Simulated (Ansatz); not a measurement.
Input:

```
CELL_PARAMETERS angstrom
      0.00000     3.20721     3.47446
      3.20721     0.00000     3.47446
      3.20721     3.20721     0.00000
ATOMIC_POSITIONS crystal
  Sn 0.00000 0.00000 0.00000
  Sn 0.25000 0.25000 0.25000
```

Computed with r2SCAN with spin-orbit coupling, rigid bands (plane waves, PAW; Ansatz, a first-principles code). Condition of this run: uniaxial stress along [001] of -2.4 GPa (compression positive) (the target of the relaxation). Geometry: cell and atoms relaxed with PBEsol, then loaded as said.

### Question
Is this a good metal at this level?

### Answer
No. No gap is resolved, and few carriers conduct, as in a semimetal or a zero-gap semiconductor. N(E_F) = 0.122 states/eV a cell at 300 K and the Drude plasma energy along the best axis is 1.21 eV, several times under that of a simple or noble metal.
